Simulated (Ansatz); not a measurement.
TiSi2 (model structure, started from the C49 type, Cmcm, No. 63, 6 atoms in the cell), treated with LDA (Ansatz, a first-principles code, PAW).

Numerical settings: plane-wave cutoff 520 eV, 16×16×16 k mesh, Fermi–Dirac smearing 0.05 eV, no spin polarisation, scalar-relativistic PAW data made under PBE.

Cell (relaxed at this level):

```cif
data_Si8Ti4
_chemical_formula_sum 'Si8 Ti4'
_space_group_name_H-M_alt 'Cmcm'
_space_group_IT_number 63
_space_group_name_Hall '-C 2c 2'
_cell_length_a 3.48568
_cell_length_b 13.25947
_cell_length_c 3.53165
_cell_angle_alpha 90.000
_cell_angle_beta 90.000
_cell_angle_gamma 90.000
loop_
_space_group_symop_operation_xyz
  'x, y, z'
  '-x, -y, -z'
  '-x, -y, z+1/2'
  'x, y, -z+1/2'
  'x, -y, -z'
  '-x, y, z'
  '-x, y, -z+1/2'
  'x, -y, z+1/2'
  'x+1/2, y+1/2, z'
  '-x+1/2, -y+1/2, -z'
  '-x+1/2, -y+1/2, z+1/2'
  'x+1/2, y+1/2, -z+1/2'
  'x+1/2, -y+1/2, -z'
  '-x+1/2, y+1/2, z'
  '-x+1/2, y+1/2, -z+1/2'
  'x+1/2, -y+1/2, z+1/2'
loop_
_atom_site_label
_atom_site_type_symbol
_atom_site_symmetry_multiplicity
_atom_site_Wyckoff_symbol
_atom_site_fract_x
_atom_site_fract_y
_atom_site_fract_z
_atom_site_occupancy
Si1 Si 4 c 0.00000 0.05982 0.25000 1
Si2 Si 4 c 0.00000 0.25046 0.75000 1
Ti1 Ti 4 c 0.00000 0.39748 0.25000 1
```
(The calculation used a cell of 6 atoms; values per cell refer to that cell.)

**Question.** What does this level give for the bulk modulus?

**Answer.** 
- bulk modulus = 144 GPa

The run finds no gap.

Note: the bulk modulus is −V dP/dV from two relaxed cells at ±2 % in volume; the relaxation could raise the start's symmetry but not lower it, so the cell can be a saddle point.

The computed numbers hold no vibrational or temperature effects.

The result took very roughly 14 core-minutes.

A model structure was made by putting elements into a prototype or built by hand; it is no filed structure, need not be a known phase, and can be a saddle point held by its symmetry.
